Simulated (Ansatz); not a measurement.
The parent structure is ZrO2 in the fluorite structure (space group Fm-3m, No. 225; a = 5.089 Å).

Levels (all Ansatz, a program for electronic structure, PAW, earlier PAW set): r2SCAN (500 eV, no SOC); HSE06+SOC (420 eV, noncollinear with spin-orbit coupling).

The geometry is relaxed with r2SCAN.

* **r2SCAN lowest conduction level above the VBM at special points**: Γ 3.89 eV; X 4.29 eV; L 4.49 eV

Problem. What does HSE06+SOC give at this geometry for the lowest conduction level above the VBM at special points?

Solution. The lowest conduction level above the VBM at special points goes from Γ 3.89 eV; X 4.29 eV; L 4.49 eV to Γ 4.98 eV; X 5.38 eV; L 5.63 eV.

Single points use the geometry relaxed with r2SCAN. The hybrid gap comes from the SCF mesh plus the semilocal run's edge points and a few special points and is an upper bound. The spin-orbit shifts are approximate. The levels and masses belong to the bands next to the band gap. Whether these cells are dynamically stable was not tested. This is not the structure that ZrO2 has at room temperature and ambient pressure.
